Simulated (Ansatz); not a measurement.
An Ansatz (a program for electronic structure) input (PBEsol/PAW in Ansatz, no spin-orbit coupling):

Ansatz 0.2 input:
```yaml
crystal:
  lattice:
    - [3.066565333, 0, 0]
    - [-1.5332826665, 2.6131294704, 0]
    - [0, 0, 3.1850722445]
  atoms:
    - { symbol: Ti, position: [0, 0, 0] }
    - { symbol: B, position: [0.3333333333, 0.6666666667, 0.5] }
    - { symbol: B, position: [0.6666666667, 0.3333333333, 0.5] }
basis: { ecutwfc: 420, ecutrho_ratio: 4, xc_grid: 2, fft_grid_basis: typed }
kpoints: { mp_grid: { grid: [13, 13, 10] } }
hamiltonian:
  xc: pbesol
  dispersion: none
  pseudopotentials: { kind: paw }
scf: { occupations: { method: fermi_dirac, width: 0.05 }, convergence: { dr2_threshold: 0.0000000003 } }
relax: { f_tol: 0.005, max_steps: 50 }
output: { forces: true, stress: true }
checkpoint: { write: state.ck, write_every: 1000 }
```

**Question.** Which symmetry and how many k-points will the program report, and about how many plane waves at Γ?

**Answer.** Space group Cmmm (ITA 65) with 8 operations, k-points 294 of 1690, and 503 plane waves at Γ.

**Question.** And the final pressure?

**Answer.** -4.43 GPa (compression positive).

A case with no gap was solved on a k-mesh chosen for an insulator, which is coarse for it. The cells carry an imposed strain or load. Whether these cells are dynamically stable was not tested. All final runs are without spin polarisation. The cell was made from TiB$_{2}$ (space group P6/mmm, No. 191) by this change: uniaxial strain ε_xx = +1.63 %.
